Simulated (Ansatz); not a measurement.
Start from LiNbO3 (space group R3c, No. 161).

```yaml
crystal:
  lattice:
    - [2.53373, 1.46285, 4.56243]
    - [-2.53373, 1.46285, 4.56243]
    - [0.00000, -2.92570, 4.56243]
  atoms:
    - { symbol: Li, position: [0.28114, 0.28114, 0.28114] }
    - { symbol: Li, position: [0.78114, 0.78114, 0.78114] }
    - { symbol: Nb, position: [0.99752, 0.99752, 0.99752] }
    - { symbol: Nb, position: [0.49752, 0.49752, 0.49752] }
    - { symbol: O, position: [0.10552, 0.36572, 0.71719] }
    - { symbol: O, position: [0.71719, 0.10552, 0.36572] }
    - { symbol: O, position: [0.36572, 0.71719, 0.10552] }
    - { symbol: O, position: [0.21719, 0.86572, 0.60552] }
    - { symbol: O, position: [0.86572, 0.60552, 0.21719] }
    - { symbol: O, position: [0.60552, 0.21719, 0.86572] }
```

Cartesian axes are those of the cell as printed.

The values are results of LDA (Ansatz, a first-principles code), no SOC, not measurements.

Perturbation: tensile biaxial strain of 1.50 % in the plane normal to [001], as in epitaxy on a mismatched substrate; the out-of-plane cell vector and the atoms relax.

Question: What does the calculation give for the ratio −ε⊥/ε∥ and in-plane stress after the change?

Answer: The ratio −ε⊥/ε∥ is 0.60; the mean in-plane stress (compression positive) amounts to -3.4 GPa.

No phonon test of stability was made.
